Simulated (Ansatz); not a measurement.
**What isotropic strain −2.30 % does to CdTe**

Start from CdTe in the rock salt structure (space group Fm-3m, No. 225; a = 6.0005 Å; relaxed with 0.1 eV smearing).

It is then changed as follows: the cell is scaled by 0.9770 in all directions, atoms relaxed at fixed cell.

Level of theory: DFT with PBEsol, PAW potentials and a 420 eV plane-wave cutoff in Ansatz (a program for electronic structure), no SOC. Γ-centred 17×17×17 mesh, Fermi–Dirac width 0.1 eV.

```tsv
quantity	base	changed	shift
volume per atom	27.01 Å³	25.19 Å³	-1.82 Å³
space group	Fm-3m (No. 225)	Fm-3m (No. 225)	–
energy relative to the base (free energy F)	0 meV/atom	+25 meV/atom	+25 meV/atom
pressure	0.0 GPa	4.6 GPa	+4.6 GPa
band gap	zero	zero	–
```

Final structure:

```
CdTe
1.0
    0.00000     2.93123     2.93123
    2.93123     0.00000     2.93123
    2.93123     2.93123     0.00000
Cd Te
1 1
Direct
  0.00000   0.00000   0.00000
  0.50000   0.50000   0.50000
```

Whether these cells are dynamically stable was not tested. The final runs are not spin-polarised. This is not the structure that CdTe has at room temperature and ambient pressure.
